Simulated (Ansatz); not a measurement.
Ansatz (a first-principles code) is run on KRb₃ (I4/mmm, 4 atoms in the cell), and the run fails. The aim is a self-consistent single point with DFT, PBEsol, plane waves, default PAW files made with PBE.

Cell that was meant: a = 7.9940 Å, b = 7.9940 Å, c = 7.9940 Å, α = 120.46°, β = 120.46°, γ = 89.21°.

Part of the input:

Ansatz 0.2 input:
```yaml
scf:
  occupations: { method: cold, width: 0.02 Ry }
output:
  force: true
  eigenvalues: true
  stress: true
```

Output (repeated stretches shortened):

```
Error: YAML parse error: error: line 20 column 3: unknown field `force`, expected one of write_density, write_potential, write_potential_components, volumetric_format, write_bands, fatbands, populations, hubbard, elf, band_densities, bader, dos, optics, efg, charged_corrections, wannier, polarization, topological_invariants, transmission, current_voltage, crpa, pair_interaction, rpa_energy, embedding, core_levels, xc_energy_on_converged_density, boltztrap, local_orbitals, orbitals, eigenstates, states_by_energy, atomic_orbital_hamiltonian, active_space, given_orbital_levels, support_matrices, forces, stress, cutoff_correction, eigenvalues, band_residual_tolerance, publish_guard_bands
  --> <input>:20:3
   |
18 |   occupations: { method: cold, width: 0.02 Ry }
19 | output:
20 |   force: true
   |   ^ unknown field `force`, expected one of write_density, write_potential, write_potential_components, volumetric_format, write_bands, fatbands, [...]
21 |   eigenvalues: true
22 |   stress: true
   |
```

Read the log: what does the program object to, and what is the fix?

The program does not know the word force. To fix it, write forces. The program stopped before any SCF iteration.

The sound input it was made from differs as follows (other fixes are possible):
```diff
-  force: true
+  forces: true
```

With that input, the run converged in 6 iterations: free energy E − TS (on the zero of these files) -11166.9744 eV; Fermi level (on the code's own zero) 1.71 eV; pressure -0.23 GPa (DFT, PBEsol, plane waves, default PAW files made with PBE).

On the sound input: the starting cell comes from a database of computed structures (which also holds hypothetical and non-ambient phases and stackings), without a prior relaxation at this level. Its lattice was rescaled by a random factor within 2.5 % of one. Ansatz's pressure includes its estimate of the finite-basis (Pulay) stress.
